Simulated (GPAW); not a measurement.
Band structure of MgPd3 (Pm-3m, 4 atoms in the cell).

```
MgPd3
1.0
    3.96476     0.00000     0.00000
    0.00000     3.96476     0.00000
    0.00000     0.00000     3.96476
Mg Pd
1 3
Direct
  0.00000   0.00000   0.00000
  0.00000   0.50000   0.50000
  0.50000   0.00000   0.50000
  0.50000   0.50000   0.00000
```

Computed with PBEsol, GPAW PAW datasets PBEsol (made by gpaw-setup) (plane waves; GPAW).

Settings: mode = pw; ecut = 800 eV; xc = PBEsol; kpts = 7 7 7; mesh shift (steps) = 0 0 0; occupations.name = fermi-dirac; occupations.width = 0.1 eV; nbands = -10; convergence.density = 1e-05 e/electron; symmetry.symmorphic = false; symmetry.tolerance = 0.0005; maxiter = 150; bandpath_npoints = 40.

The starting cell comes from a database of computed structures (which also holds hypothetical and non-ambient phases and stackings), without a prior relaxation at this level. Its lattice was rescaled by a random factor within 2.5 % of one. Spin polarisation is off.

Levels in eV from the Fermi level, bands 26 to 33:
| point | 26 | 27 | 28 | 29 | 30 | 31 | 32 | 33 |
|---|---|---|---|---|---|---|---|---|
| Γ | -0.12 | 0.25 | 0.25 | 0.25 | 2.50 | 2.50 | 2.50 | 7.88 |
| X | -1.49 | -1.49 | -1.28 | -0.62 | 0.25 | 6.51 | 6.51 | 7.38 |
| M | -1.76 | -1.20 | -1.19 | -0.74 | 0.35 | 1.89 | 1.89 | 9.09 |
| R | -0.06 | -0.06 | -0.06 | 0.16 | 0.16 | 0.16 | 0.96 | 5.23 |

Bands cross the Fermi level along this path, so the cell is metallic at this level.
